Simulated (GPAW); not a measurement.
# Convergence study of the plane-wave cutoff for HgTe (R3m, 2 atoms in the cell)

```
CELL_PARAMETERS angstrom
      0.00000     3.21385     3.21385
      3.21385     0.00000     3.21385
      3.21385     3.21385     0.00000
ATOMIC_POSITIONS crystal
  Hg 0.00449 0.00449 0.00449
  Te 0.25000 0.25000 0.25000
```

Computed with PBEsol, GPAW PAW datasets PBEsol (made by gpaw-setup) (plane waves; GPAW 25.7.0).

Base settings: mode = pw; ecut = 600 eV; xc = PBEsol; kpts = 3 3 3; mesh shift (steps) = 0 0 0; occupations.name = fermi-dirac; occupations.width = 0.01 eV; nbands = -8; convergence.forces = 0.001 eV/Å; convergence.bands = -6.

Moved along: nbands, convergence.bands.

The second cell is the first with its lattice scaled by 0.98.

The mesh stays at the base's, so the ladder's end is converged at best in this setting alone.

Only quantities that move along the ladder and can be compared are tabulated.

The count of work is k-points × plane waves × bands × iterations; it is no time. 

The starting cell has typed, rounded lattice constants, without a prior relaxation at this level. Its lattice was rescaled by up to half a per cent. One atom was moved a little off its site on purpose. In the base run, with a pressure of about 3 GPa the cell is away from its equilibrium volume at this level. The run gives no clean gap (levels at the Fermi energy touch, overlap or are partly filled at this smearing), which alone does not show that the compound is a metal. Without a gap this mesh is coarse (it stands for a supercell whose shortest vector is 14 Å).

| ecut | free energy less the last step's (meV/atom) | energy of the compressed cell less the first (meV/atom) | pressure (GPa) | largest difference of a force vector from the last step's (eV/Å) | count of work / last |
|---|---|---|---|---|---|
| 210 eV | 980.91 | 57.46 | -0.05 | 0.005 | 0.039 |
| 240 eV | 798.64 | 56.61 | -2.75 | 0.011 | 0.061 |
| 270 eV | 548.49 | 75.05 | -3.79 | 0.008 | 0.086 |
| 300 eV | 337.53 | 62.38 | -2.80 | 0.007 | 0.086 |
| 330 eV | 190.56 | 55.82 | -1.06 | 0.005 | 0.12 |
| 360 eV | 96.67 | 58.27 | 0.62 | 0.005 | 0.14 |
| 420 eV | 20.99 | 61.21 | 2.53 | 0.002 | 0.16 |
| 480 eV | 5.10 | 61.32 | 3.10 | 0.002 | 0.20 |
| 540 eV | 2.02 | 61.36 | 3.20 | 0.001 | 0.23 |
| 600 eV | 1.12 | 61.33 | 3.24 | 0.003 | 0.30 |
| 660 eV | 0.55 | 61.34 | 3.21 | 0.001 | 0.30 |
| 720 eV | 0.25 | 61.29 | 3.22 | 0.000 | 0.35 |
| 810 eV | 0.02 | 61.33 | 3.23 | 0.000 | 0.42 |
| 900 eV | -0.03 | 61.32 | 3.23 | 0.000 | 0.47 |
| 1050 eV | -0.02 | 61.32 | 3.23 | 0.000 | 0.62 |
| 1440 eV | 0.00 | 61.32 | 3.23 | 0.000 | 1.0 |

Coarsest ecut that holds the free energy within 0.5 meV/atom of the last step, with all finer ones: 720 eV, at 0.35 of the last step's count of work; the step before is off by 0.55 meV/atom.

Coarsest ecut that holds the pressure within 0.5 GPa of the last step, with all finer ones: 480 eV, at 0.20 of the last step's count of work; the step before is off by 0.70 GPa.

Coarsest ecut that holds the energy of the compressed cell less the first within 2 meV/atom of the last step, with all finer ones: 420 eV, at 0.16 of the last step's count of work; the step before is off by 3.0 meV/atom.

The energy difference between the two cells stays within 1 meV/atom of the last step's from 420 eV on, the total only from 660 eV on: much of the error is common to both cells and cancels.

At the lowest cutoff the pressure lies 3.3 GPa under the last step's, the usual sign of Pulay stress in an incomplete plane-wave basis.

Left out of this page: 1 run of the series outside the window shown, repeating another row's setting, or not comparable.
